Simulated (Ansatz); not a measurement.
Cost and result by functional for the adsorption energy of F on the 1x1 (111) surface of fcc Pd, one in a 2x2 cell, started at the site 'bridge Pd-Pd (span 2.8 Å)', in Ansatz (plane waves, PAW). Single points on the PBE structure, on one kind of machine; costs are rough ratios of the slab run's core time (references not counted) to the cheapest single point. r2SCAN's cost holds its higher cutoff (500 against 420 eV). Differences are taken against r2SCAN for comparison alone: no measured value is at hand, so the table doesn't rank accuracy.

Set-up: 17 atoms, 6.8 Å thick at the start under the adsorbate (thin: gaps and levels are the slab's own); mesh 6x6x1; 0.1 eV smearing; dipole correction on; 8 atoms held, the rest relaxed; held to the start's symmetry, so lower structures may exist; no spin, no spin-orbit, no U, no dispersion correction. At the end it is bonded to 3 Pd. In PBE it is, or lies within 0.03 eV of, the lowest of the starts that converged. These notes are the PBE run's. Adsorption energies are against ½ F2(g). A negative adsorption energy means that the adsorbate is more stable on the surface than in its reference.

```json
[
 {"functional": "RPBE", "relative cost": "1", "adsorption energy (eV)": "-1.88", "less r2SCAN (eV)": "0.57"},
 {"functional": "r2SCAN", "relative cost": "3", "adsorption energy (eV)": "-2.45", "less r2SCAN (eV)": "0.00"},
 {"functional": "PBE (the relaxed run's value)", "relative cost": "–", "adsorption energy (eV)": "-2.08", "less r2SCAN (eV)": "0.37"}
]
```

The values span 0.57 eV, while the single points' costs differ by a factor of roughly 3. Differences are of unrounded values.

Ansatz is an electronic-structure program.
